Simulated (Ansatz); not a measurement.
For SnS (Cmcm, No. 63, 4 atoms in the cell; start mp-1379; a measured phase of this formula has another space group), LDA (plane waves, PAW; Ansatz, a program for electronic structure) gives:

```
Property                             Result
---------------------------  --------------
equilibrium volume per atom   27.93 Å³/atom
formation enthalpy           -0.360 eV/atom
```

### Question
What does PBEsol (Ansatz, PAW) give for the same quantities?

### Answer

- equilibrium volume per atom: 29.48 Å³/atom (grows by 5.5 %)
- formation enthalpy: -0.367 eV/atom (moves by -0.007 eV/atom)

Changes are worked out from the printed values.

Unless a cell is named, each level is at its own relaxed cell (LDA 27.93, PBEsol 29.48 Å³/atom).

Levels without +SOC leave out spin–orbit coupling, which shifts energies and cells of such heavy elements.

Caveats: the relaxation could not lower the start's symmetry, so the cell can be a saddle point above a distorted one (LDA, PBEsol). Ansatz's density-functional and Hartree–Fock values are scalar-relativistic unless marked +SOC, with PAW data made under PBE.

A start named mp-… is a Materials Project structure, which need not be a measured phase.
